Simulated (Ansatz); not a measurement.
Consider Ru in the hcp (Mg type) structure (space group P6_3/mmc, No. 194; a = 2.704 Å, c = 4.263 Å; relaxed with 0.1 eV smearing). Axes: x lies along a and z along c of the hexagonal cell.

Calculations: Ansatz (a first-principles code), r2SCAN, PAW, cutoff 500 eV, scalar-relativistic without spin-orbit coupling.

The change: uniaxial strain ε_xx = +1.00 %, all other strain components held at zero, atoms relaxed at fixed cell.

Question: Predict the stress tensor and what it implies for the stiffness.

Answer: Stress of the strained cell less that of the base (GPa, compression positive):
```
   -5.8     0.0     0.0
    0.0    -1.9     0.0
    0.0     0.0    -1.8
```

Then −Δσ_ii/ε with ε = 0.0100 gives relaxed-ion elastic constants: C11 ≈ 577 GPa, C12 ≈ 192 GPa and C13 ≈ 183 GPa.

No phonon test of stability was made. The final runs are not spin-polarised.
